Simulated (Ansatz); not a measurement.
**Rb (model structure, started from the diamond type, Fd-3m, No. 227, 2 atoms in the cell)**

Method: PBEsol (plane waves, PAW; Ansatz, a first-principles code).

Numerical settings: plane-wave cutoff 520 eV, 12×12×12 k mesh, Fermi–Dirac smearing 0.05 eV, scalar-relativistic PAW data made under PBE.

Cell (relaxed at this level):

```xyz
2
Lattice="0.0000 5.0776 5.0776 5.0776 0.0000 5.0776 5.0776 5.0776 0.0000" Properties=species:S:1:pos:R:3 pbc="T T T"
Rb     7.6164     7.6164     7.6164
Rb     5.0776     5.0776     5.0776
```

```yaml
band_gap: none
```

Note: the relaxation could raise the start's symmetry but not lower it, so the cell can be a saddle point.

Spin–orbit coupling is not included.

Computed values are for the static lattice.

A model structure was made by putting elements into a prototype or built by hand; it is no filed structure, need not be a known phase, and can be a saddle point held by its symmetry.
